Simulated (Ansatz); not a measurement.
Base system: WSe₂ in the 2H-MoS2 type structure (space group P6_3/mmc, No. 194; a = 3.279 Å, c = 12.786 Å; layered, stacked along the Cartesian z axis). Axes: x lies along a and z along c of the hexagonal cell.

The values are results of DFT with PBE-D3(BJ), PAW potentials and a 420 eV plane-wave cutoff in Ansatz (a first-principles code), scalar-relativistic without spin-orbit coupling, earlier PAW set, not measurements.

Perturbation: the cell is compressed by 1.06 % along z with no lateral relaxation, atoms relaxed at fixed cell.

Task: Predict the stress tensor and what it implies for the stiffness.

Result: Stress of the strained cell less that of the base (GPa, compression positive):
```
   0.15    0.00    0.00
   0.00    0.15    0.00
   0.00    0.00    0.80
```

Then −Δσ_ii/ε with ε = -0.0106 gives relaxed-ion elastic constants: C33 ≈ 75 GPa.

Stability against distortions was not tested.
